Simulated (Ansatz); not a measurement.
Worked example: relaxation of cell and atoms of Ag3Sb (Pmmn, 8 atoms in the cell) in Ansatz (a first-principles code).

Computed with PBEsol, default PAW files made with PBE (plane waves; Ansatz).

```xyz
8
Lattice="4.8500 0.0000 0.0000 0.0000 5.9900 0.0000 0.0000 0.0000 5.2400" Properties=species:S:1:pos:R:3 pbc="T T T"
Ag     0.0000     1.4975     0.8751
Ag     0.0000     4.4925     0.8751
Ag     2.4250     4.4925     4.3649
Ag     2.4250     1.4975     4.3649
Sb     0.0000     0.0000     3.4951
Sb     2.4250     2.9950     1.7449
Ag     2.4250     0.0000     1.7449
Ag     0.0000     2.9950     3.4951
```

Reference input (self-consistent single point, DFT, PBEsol, plane waves, default PAW files made with PBE): basis.ecutwfc = 420 eV; kpoints.mp_grid.grid = 6 5 5; hamiltonian.xc = pbesol; hamiltonian.pseudopotentials = {kind: paw} (the program's default PAW files); scf.occupations.method = gaussian; scf.occupations.width = 0.2 eV. This run's input differs from it in these lines:

```diff
@@ -24,2 +24,4 @@
   occupations: { method: gaussian, width: 0.2 }
+relax:
+  cell: {}
 output:
```

The program printed (abridged):

```
   [... SCF lines of the steps left out ...]
relax step   1: F+E_penalty+E_count = -57949.45155928 eV  Δ(F+E_penalty+E_count) = +0.000e0 eV  max|allowed force component| = 2.600e-1 eV/Å  Δτ_max = 0.0000 Å  P = -1.859 GPa  Ω = 152.230 Å³  (8 SCF iters, dr2 threshold 1.00e-7 eV, accepted)
relax step   2: F+E_penalty+E_count = -57949.47173858 eV  Δ(F+E_penalty+E_count) = -2.018e-2 eV  max|allowed force component| = 2.349e-1 eV/Å  Δτ_max = 0.0627 Å  P = +2.932 GPa  Ω = 145.426 Å³  energy of the carried Pulay correction = +1.912e-3 eV  [...]
   [... lines left out ...]
relax step   6: F+E_penalty+E_count = -57949.51551859 eV  Δ(F+E_penalty+E_count) = -3.442e-5 eV  max|allowed force component| = 4.453e-4 eV/Å  Δτ_max = 0.0019 Å  P = -0.001 GPa  Ω = 149.289 Å³  energy of the carried Pulay correction = +8.160e-4 eV  [...]
relax step   7: F+E_penalty+E_count = -57949.51463676 eV  Δ(F+E_penalty+E_count) = +8.818e-4 eV  max|allowed force component| = 4.458e-4 eV/Å  Δτ_max = 0.0000 Å  P = +0.004 GPa  Ω = 149.289 Å³  stress off target by 9.28e-3 GPa  SCF on the basis [...]
basis re-selected at this cell: Δ(F+E_penalty+E_count) = +8.818e-4 eV, ΔP = +0.004 GPa vs the last step
the relaxation is at rest under the 8 symmetry operations that the run kept from its start: a minimum is not shown …
Stability not checked: this state was not tested for a lower state beside it, because too few of the mixer's solves of this state at the end of the SCF gave a …
Free energy (F): -57949.514637 eV
Internal energy: -57949.472194 eV  (E = F + TS)
   [... lines left out ...]
Fermi energy:    16.505012 eV
  cell:  # Å, volume = 149.2888 Å³
   [... lines left out ...]
    - { symbol: Ag, position: [0.5, 0.24854199477126745, 0.8447645948507777] }
    - { symbol: Sb, position: [-1.240934242517549e-36, -5.646073597242015e-20, 0.6655577652908978] }
    - { symbol: Sb, position: [0.5, 0.5000000000000001, 0.3344422347091023] }
    - { symbol: Ag, position: [0.5, -3.7437983842842135e-19, 0.3250109223102755] }
    - { symbol: Ag, position: [-2.481868485035088e-36, 0.5000000000000001, 0.6749890776897246] }
```

The run converged. 

Summary of the result:
- Free energy E − TS (on the zero of these files): -57949.5146 eV
- Fermi level (on the code's own zero): 16.51 eV
- Pressure: 0.00 GPa
- Final cell: a = 4.833 Å, b = 5.911 Å, c = 5.226 Å, α = β = γ = 90.00°
- Final volume per atom: 18.66 Å³
- Relaxation steps: 7

The starting cell comes from a database of published, mostly measured structures (it also holds non-ambient and calculated ones), without a prior relaxation at this level. The relaxation keeps the symmetry of its start, so its end need not be a minimum. Ansatz's pressure includes its estimate of the finite-basis (Pulay) stress. The run gives no clean gap (levels at the Fermi energy touch, overlap or are partly filled at this smearing), which alone does not show that the compound is a metal.

Cost on one core of a shared machine: roughly 4 min.

Keys are those of Ansatz 0.2.
